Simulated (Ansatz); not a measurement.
Results of HSE06-D3(BJ) (PAW; Ansatz, an electronic-structure program) for CsCl-type CoAl.

Numerical settings: plane-wave cutoff 460 eV, 10×10×10 k mesh, Fermi–Dirac smearing 0.05 eV, no spin polarisation, scalar-relativistic PAW data made under PBE.

Energies at three volumes about the minimum:

| V (Å³/atom) | E − E_lowest (meV/atom) |
|---|---|
| 10.525 | 0.93 |
| 10.643 | 0.00 |
| 10.909 | 4.41 |

**Question.** Fit a parabola by hand: where is the minimum, what lattice constant follows, and what is the bulk modulus?

**Answer.** Slopes: (0.00 − 0.93)/(10.643 − 10.525) = -7.881 and (4.41 − 0.00)/(10.909 − 10.643) = 16.579 meV/Å³. Curvature E″ = 2 × (16.579 − (-7.881))/(10.909 − 10.525) = 127.396 meV/Å⁶. From the middle of the first interval, the slope vanishes at V0 = 10.5840 − (-7.881)/127.396 = 10.646 Å³/atom. B = V0 E″ = 10.646 × 127.396 meV/Å³ × 0.1602 GPa per meV/Å³ = 217 GPa. With 2 atoms in the cube, a = (2 × 10.646)^(1/3) = 2.772 Å. The full Birch–Murnaghan fit to all volumes gives V0 = 10.644 Å³/atom and B0 = 224 GPa.

Measured, for comparison: bulk modulus 162 GPa, lattice constant a 2.861 Å (room temperature, no zero-point or thermal correction; as tabulated in Yamada et al. (2019), arXiv:1910.09660). Computed (rounded) less measured: bulk modulus +38 %.

Note: the run has no spin polarisation, so it can have missed a magnetic state.
